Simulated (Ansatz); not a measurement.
W under load (space group I4/mmm): band-structure transport figures

Data:

```yaml
crystal:
  lattice:
    - [-1.55358, 1.55358, 1.57724]
    - [1.55358, -1.55358, 1.57724]
    - [1.55358, 1.55358, -1.57724]
  atoms:
    - { symbol: W, position: [0.00000, 0.00000, 0.00000] }
```

Level of theory: PBEsol with spin-orbit coupling, rigid bands (plane waves, PAW; Ansatz, a program for electronic structure). Condition of this run: biaxial strain xx = yy = -1.5 %, z clamped with spin-orbit coupling. Geometry: cell and atoms relaxed with PBEsol, then loaded as said.

```yaml
density of states at the Fermi level: 0.390 states/(eV·cell), both spins
bare Sommerfeld coefficient: 0.92 mJ/(mol of atoms·K²)
drude_plasma_energy: 7.4 eV
root-mean-square Fermi velocity: 9.0e5 m/s
resistivity times τ: 8.9 (x), 8.9 (y), 9.1 (z) ×10⁻²² Ω·m·s
resistivity_times_mean_free_path: 8.9 ×10⁻¹⁶ Ω·m²
```

A metal at this level (no band gap); rigid bands, thermally averaged at 300 K, both spins. τ is one relaxation time for all states; the product of resistivity and mean free path takes one path for all states instead.
